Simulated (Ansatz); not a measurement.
Adsorption energy and surface dipole of Cl on the 1x1 (110) surface of 3C silicon carbide (cut with top plane C + Si), one in a 2x2 cell, started at the site 'top Si', worked from the runs' numbers; total energies count from the potentials' own zero.

Host crystal: 3C silicon carbide, with a band gap (PBE, scalar-relativistic without spin-orbit coupling).

The numbers are results of PBE (plane waves to 420 eV, PAW; Ansatz, a first-principles code), not measurements.

Set-up: 49 atoms, 7.7 Å thick at the start under the adsorbate (thin: gaps and levels are the slab's own); mesh 3x3x1; 0.01 eV smearing; dipole correction on; 24 atoms held, the rest relaxed; symmetry of the start imposed; spin-polarised, ending with about 1.0 μB a cell; orders that need a larger cell were not tried, no spin-orbit, no U, no dispersion correction. At the end it is bonded to Si. In PBE it is, or lies within 0.03 eV of, the lowest of the starts that converged.

```
quantity                                                            value
----------------------------------------------------------  -------------
slab with the adsorbate                                     -22353.445 eV
clean slab, same cell and mesh                              -21272.177 eV
reference, ½ Cl2(g)                                          -1079.444 eV
area of the cell                                                 54.26 Å²
change of the step from the bottom to the top vacuum level       0.277 eV
```

Task: What is the adsorption energy against this reference?

Result: E(slab + adsorbate) − E(slab) − E(reference) = -1.82 eV, so in this state the adsorbate is more stable than in the reference, at a coverage of 1.84 a nm².

Task: What dipole does adsorption add to the slab along the outward normal (Helmholtz relation, ε₀ = 0.005526 e/(V·Å))?

Result: p = −ε₀·A·ΔV = -0.083 e·Å = -0.40 D; its negative end points to the vacuum, which raises the vacuum level.
